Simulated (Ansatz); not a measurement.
Worked example: self-consistent single point of MoSi2 (I4/mmm, 3 atoms in the cell) in Ansatz (a first-principles code).

Computed with PBE, PAW files (plane waves; Ansatz).

```xyz
3
Lattice="-1.5827 1.5827 3.8704 1.5827 -1.5827 3.8704 1.5827 1.5827 -3.8704" Properties=species:S:1:pos:R:3 pbc="T T T"
Si     0.0000     0.0000     5.1477
Si     0.0000     0.0000     2.5932
Mo     0.0000     0.0000     0.0000
```

Reference input (self-consistent single point, DFT, PBE, plane waves, PAW files): basis.ecutwfc = 420 eV; kpoints.mp_grid.grid = 10 10 10; hamiltonian.xc = pbe; hamiltonian.pseudopotentials = {kind: paw} (an earlier, softer set of the program's PAW files); scf.occupations.method = gaussian; scf.occupations.width = 0.2 eV. This run's input differs from it in these lines:

Ansatz 0.2 input:
```diff
@@ -11,3 +11,3 @@
 basis:
-  ecutwfc: 420.0
+  ecutwfc: 295.0
 kpoints:
```

Log, with long lists cut:

```
SCF iter   1: F=—  HF=-6230.213683 eV  |F-HF|=—  |Δ(HF+E_count)|=         —  Δρ=9.26e-2  dr2=4.94e0  ethr=3.10e-3  ⟨swp⟩=5.2  Hψ=8669  notcnv=0
all-band conjugate gradients solve this SCF's bands
preconditioner: auto → Kerker (q_TF=auto, 2.482 Å⁻¹)
SCF iter   2: F=—  HF=-6229.096994 eV  |F-HF|=—  |Δ(HF+E_count)|=    1.12e0  Δρ=3.16e-2  dr2=2.91e-1  ethr=3.10e-3  ⟨swp⟩=2.1  Hψ=3782  notcnv=0
SCF iter   3: F=—  HF=-6229.052505 eV  |F-HF|=—  |Δ(HF+E_count)|=   4.45e-2  Δρ=1.48e-2  dr2=6.09e-2  ethr=1.32e-3  ⟨swp⟩=2.1  Hψ=2202  notcnv=0
SCF iter   4: F=—  HF=-6229.043223 eV  |F-HF|=—  |Δ(HF+E_count)|=   9.28e-3  Δρ=2.54e-3  dr2=2.64e-3  ethr=2.77e-4  ⟨swp⟩=2.4  Hψ=2231  notcnv=0
SCF iter   5: F=—  HF=-6229.042552 eV  |F-HF|=—  |Δ(HF+E_count)|=   6.70e-4  Δρ=3.09e-4  dr2=6.81e-5  ethr=1.20e-5  ⟨swp⟩=2.8  Hψ=2493  notcnv=0
SCF iter   6: F=—  HF=-6229.042509 eV  |F-HF|=—  |Δ(HF+E_count)|=   4.35e-5  Δρ=3.30e-5  dr2=5.96e-7  ethr=3.09e-7  ⟨swp⟩=2.2  Hψ=1966  notcnv=0
SCF iter   7: F=-6229.042509 eV  HF=-6229.042509 eV  |F-HF|=9.28e-9  |Δ(HF+E_count)|=   1.03e-7  Δρ=5.58e-6  dr2=1.58e-8  ethr=4.55e-10  ⟨swp⟩=5.6  Hψ=7209  notcnv=0
SCF 1 converged in 7 iterations: F = -6229.042509 eV  dr2 = 1.58e-8
Free energy (F): -6229.042509 eV
Internal energy: -6229.036955 eV  (E = F + TS)
E sigma→0 (E₀):  -6229.039732 eV
Entropy (-TS):   -0.005554 eV (-1.851 meV/atom)
Fermi energy:    16.619176 eV
--- Forces (eV/Å), atoms counted from 1 ---
  atom   1  Si     0.00000000    -0.00000000     0.09752285
  atom   2  Si     0.00000000    -0.00000000    -0.09752285
  atom   3  Mo     0.00000000     0.00000000     0.00000000
--- Stress (GPa, compression-positive) ---
       11.011530       0.000000       0.000000
        0.000000      11.011530      -0.000000
       -0.000000       0.000000      12.797449
  P = ⅓ Tr σ = 11.6068 GPa (116.068 kbar)
  The stress holds the Pulay correction. Without it, at fixed plane waves, as pw.x and ABINIT print it: P = 9.3310 GPa
```

The run converged in 7 iterations. Against the reference run the free energy goes up by 17.8 meV/atom, the pressure goes from 11.43 to 11.61 GPa and the largest force hardly changes (0.094 to 0.098 eV/Å).

The starting cell has typed, rounded lattice constants, without a prior relaxation at this level. Its lattice was rescaled by a random factor within 2.5 % of one. Spin polarisation is off. Ansatz's pressure includes its estimate of the finite-basis (Pulay) stress. Without the estimate this run gives 9.33 GPa. The cutoff lies below the one recommended for these files.
